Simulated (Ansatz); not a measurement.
Response to strain in MnCoGe

Take MnCoGe (space group P6_3/mmc, No. 194; a = 4.0203 Å, c = 5.0179 Å; ferromagnetic; a cell from a computed database, its experimental status unchecked) as the base. Axes: x lies along a and z along c of the hexagonal cell.

Strains are applied to the cell and any free atomic positions relax; under stress the whole cell relaxes.

Level of theory: DFT with PBEsol, PAW potentials and a 420 eV plane-wave cutoff in Ansatz (a first-principles code), no spin-orbit coupling.

Notes on the quantities. energy relative to the base: free energy F.

```csv
variant,energy relative to the base,largest site moment,volume per atom,space group
base,0 meV/atom,2.40 μB,11.71 Å³,P6_3/mmc (No. 194)
uniaxial strain ε_zz = −0.59 %,?,2.37 μB,11.64 Å³,P6_3/mmc (No. 194)
"uniaxial stress, 3 GPa compression along z",?,2.37 μB,?,P6_3/mmc (No. 194)
"uniaxial stress, 1 GPa compression along x",+0.1 meV/atom,2.39 μB,11.69 Å³,Cmcm (No. 63)
```

Q: Complete the table.

A: 
- uniaxial strain ε_zz = −0.59 %, energy relative to the base: +0.4 meV/atom
- uniaxial stress, 3 GPa compression along z, energy relative to the base: +1.0 meV/atom
- uniaxial stress, 3 GPa compression along z, volume per atom: 11.63 Å³

Other magnetic orders, which the real material may have, were not ruled out. Without a gap, meshes like the base's 13×13×9 leave anisotropic stresses uncertain by several tenths of a GPa, and small strain energies with them. Stability under load was not tested beyond the relaxation.
